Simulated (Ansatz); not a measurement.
Base system: ScAlCO (space group P6_3mc, No. 186; a = 3.234 Å, c = 10.145 Å; a cell from a computed database, its experimental status unchecked).

Perturbation: the cell is scaled by 1.0051 in all directions; the atoms relax in the strained cell.

Levels (all Ansatz, a first-principles code, PAW): PBEsol (420 eV, without spin-orbit coupling); HSE06 (420 eV, no SOC).

The geometry is relaxed with PBEsol.

| Property | Value |
|---|---|
| PBEsol lowest conduction level above the VBM at special points | M 1.19 eV; L 1.31 eV; Γ 2.67 eV |

**Question.** What does HSE06 give at this geometry for the lowest conduction level above the VBM at special points?

**Answer.** The lowest conduction level above the VBM at special points becomes M 2.22 eV; L 2.34 eV; Γ 3.90 eV (PBEsol: M 1.19 eV; L 1.31 eV; Γ 2.67 eV).

Single points use the geometry relaxed with PBEsol. The hybrid gap comes from the SCF mesh plus the semilocal run's edge points and a few special points and is an upper bound. The levels and masses belong to the bands next to the band gap. Whether these cells are dynamically stable was not tested. The final runs are not spin-polarised.
